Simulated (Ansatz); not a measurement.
Reference: CdSe (F-43m), r2SCAN with spin-orbit coupling, rigid bands (plane waves, PAW; Ansatz, a first-principles code); axes and stresses refer to this cell.

```yaml
crystal:
  lattice:
    - [0.00000, 3.06679, 3.06679]
    - [3.06679, 0.00000, 3.06679]
    - [3.06679, 3.06679, 0.00000]
  atoms:
    - { symbol: Cd, position: [0.00000, 0.00000, 0.00000] }
    - { symbol: Se, position: [0.75000, 0.75000, 0.75000] }
```

The electron conductivity mass comes out as 0.103 mₑ. The Seebeck coefficient, p-type 1e19 cm⁻³ comes out as 315 μV/K and the hole conductivity mass is 0.79 mₑ.

**Question.** After one change the values are electron conductivity mass 0.105 mₑ; Seebeck coefficient, p-type 1e19 cm⁻³ 255 μV/K; hole conductivity mass 0.48 mₑ. Name the change that produced these shifts.
A) uniaxial stress along [111] of 2 GPa (compression positive)
B) uniaxial stress along [110] of -1 GPa (compression positive)
C) uniaxial stress along [111] of -1 GPa (compression positive)
D) uniaxial stress zz = -1 GPa (compression positive)

**Answer.** A, uniaxial stress along [111] of 2 GPa (compression positive)

Masses are for dilute carriers at 300 K, harmonic means over directions unless an axis is named. Seebeck coefficients are for the stated density at 300 K, with one relaxation time for all states and whether or not that doping can be reached. Stresses and pressures are the targets of the relaxation.  The structure type is held under load, also where the real crystal would transform.
